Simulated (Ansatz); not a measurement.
InSb (F-43m) (Ansatz, a quantum-chemistry and plane-wave program, without spin-orbit coupling). The PBEsol cell:

Space group F-43m (No. 216); a = 6.5196 Å, b = 6.5196 Å, c = 6.5196 Å, α = 90.00°, β = 90.00°, γ = 90.00°

```csv
atom,site,symmetry,x,y,z
In,4a,-43m,0.0000,0.0000,0.0000
Sb,4d,-43m,0.7500,0.7500,0.7500
```
(The calculation used a cell of 2 atoms; values per cell refer to that cell.)

### Question
PBEsol resolves no band gap here. What does HSE06 give?

### Answer
HSE06: band gap 0.37 eV (cell relaxed with PBEsol). If the better level is right, the cheaper fails in kind, and carrier masses and densities can't be taken from it.

The comparison is between levels of theory, not with measurement. Without spin-orbit coupling the gaps of crystals with these elements can be far off.
